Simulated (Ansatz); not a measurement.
Consider HfB$_{2}$ (space group P6/mmm, No. 191; relaxed with 0.1 eV smearing).

```xyz
3
Lattice="3.1457 0.0000 0.0000 -1.5728 2.7242 0.0000 0.0000 0.0000 3.4863" Properties=species:S:1:pos:R:3 pbc="T T T"
Hf     0.0000     0.0000     0.0000
B      1.5728     0.9081     1.7432
B      0.0000     1.8162     1.7432
```

Cartesian axes are those of the cell as printed.

All numbers come from Ansatz (a quantum-chemistry and plane-wave program), PBE, PAW, cutoff 420 eV, no spin-orbit coupling.

Modification: the cell is scaled by 1.0150 in all directions; the atoms relax in the strained cell.

Task: Predict the stress tensor and what it implies for the stiffness.

Result: Stress of the strained cell less that of the base (GPa, compression positive):
```
  -10.7     0.0     0.0
    0.0   -10.7     0.0
    0.0     0.0    -9.3
```

Then B = −ΔP/(ΔV/V₀) with ΔV/V₀ = 0.0457 gives secant stiffness values (nonlinear terms included at this strain): B (at held cell shape, above the free-shape value) ≈ 224 GPa.

As a check, the harmonic strain energy −½ V₀ Δσ:ε is 14 meV/atom; the computed energy rise is 15 meV/atom.

Stability against distortions was not tested. All final runs are without spin polarisation.
